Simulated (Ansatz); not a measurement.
**MoGe (model structure, started from the CsCl type, Pm-3m, No. 221, 2 atoms in the cell)**

Calculation: PBE (plane waves, PAW; Ansatz, a quantum-chemistry and plane-wave program).

Numerical settings: plane-wave cutoff 500 eV, 12×12×12 k mesh, Fermi–Dirac smearing 0.05 eV, no spin polarisation, scalar-relativistic PAW data made under PBE.

Cell (relaxed at this level):

Space group Pm-3m (No. 221); a = 3.1262 Å, b = 3.1262 Å, c = 3.1262 Å, α = 90.00°, β = 90.00°, γ = 90.00°

```json
[
 {"atom": "Mo", "site": "1a", "symmetry": "m-3m", "x": "0.0000", "y": "0.0000", "z": "0.0000"},
 {"atom": "Ge", "site": "1b", "symmetry": "m-3m", "x": "0.5000", "y": "0.5000", "z": "0.5000"}
]
```

| Quantity | Value |
|---|---|
| band gap | none |

Note: the relaxation could raise the start's symmetry but not lower it, so the cell can be a saddle point.

Spin–orbit coupling is not included.

Static lattice: no zero-point or thermal effects.

A model structure was made by putting elements into a prototype or built by hand; it is no filed structure, need not be a known phase, and can be a saddle point held by its symmetry.
